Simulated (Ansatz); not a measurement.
Thermal properties of hcp (Mg type) Sc at 300 K from quasi-harmonic approximation in Ansatz (plane waves, PAW), for several functionals and conditions. The first row is the reference, at zero pressure. 

```csv
run,q mesh / k mesh,V (Å³/atom),α_a (10⁻⁶/K),α_c (10⁻⁶/K),bulk modulus B_T (GPa),γ,C_P (J/mol/K)
PBEsol,3×3×3 / 12×12×6,23.84,5.3,20.5,54.9,0.98,25.4
LDA,3×3×3 / 12×12×6,22.69,3.2,22.0,58.9,0.91,25.3
PBE,3×3×3 / 12×12×6,24.86,?,21.9,?,1.05,25.6
"PBEsol, pressure 5 GPa",4×4×3 / 12×12×9,22.02,0.6,17.0,71.9,0.69,24.9
```

### Question
Complete the blanks.

### Answer

- PBE, α_a (10⁻⁶/K): 6.1
- PBE, bulk modulus B_T (GPa): 51.9

The crystal is held in this phase throughout; melting and phase transitions are not modelled.

The PAW data sets were generated under PBE and serve the other functionals too.

Ansatz is a first-principles code.
